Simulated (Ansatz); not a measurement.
Start from TiSe2 in the CdI2 type structure (space group P-3m1, No. 164; layered, stacked along the Cartesian z axis).

```yaml
crystal:
  lattice:
    - [3.48104, 0.00000, 0.00000]
    - [-1.74052, 3.01467, 0.00000]
    - [0.00000, 0.00000, 5.87186]
  atoms:
    - { symbol: Ti, position: [0.00000, 0.00000, 0.00000] }
    - { symbol: Se, position: [0.66667, 0.33333, 0.26465] }
    - { symbol: Se, position: [0.33333, 0.66667, 0.73535] }
```

All numbers come from PBE-D3(BJ), PAW, 420 eV (Ansatz, a first-principles code; no SOC).

For the base:

* **Shortest interatomic distance**: 2.540 Å

Now apply this change: cell and atoms relaxed at a pressure of 30 GPa.

### Question
How does this affect the shortest interatomic distance?

### Answer
The shortest interatomic distance decreases by 0.1258 Å (2.540 Å → 2.415 Å).

Load acts through the strain it causes; cell and atoms are relaxed under it. No phonon test of stability was made. No other phases were tried under pressure. The final runs are not spin-polarised.
